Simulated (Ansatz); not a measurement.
The cell is built on a prototype and need not be the phase stable at ambient conditions.

By PBEsol, the system below comes out a metal.

Here is the system:

```yaml
crystal:
  lattice:
    - [3.41727, 0.00000, 0.00000]
    - [0.00000, 7.51320, 0.00000]
    - [0.00000, 3.75660, 2.16887]
  atoms:
    - { symbol: Zr, position: [0.00000, 0.00000, 0.00000] }
    - { symbol: Ge, position: [0.50000, 0.66667, 0.00000] }
    - { symbol: Ge, position: [0.50000, 0.33333, 0.00000] }
```

Space group of this cell: P6/mmm. The cell was relaxed by PBE-D3(BJ).

The current flows along the normal of the first two printed cell vectors. No spin-orbit coupling; the value is a mean over 0.1 eV about the Fermi level.

Question: Estimate the ballistic conductance per area that PBEsol (Ansatz, an electronic-structure program) returns for this system.

Answer: 0.82 × 10¹⁵ S/m² for both spins.
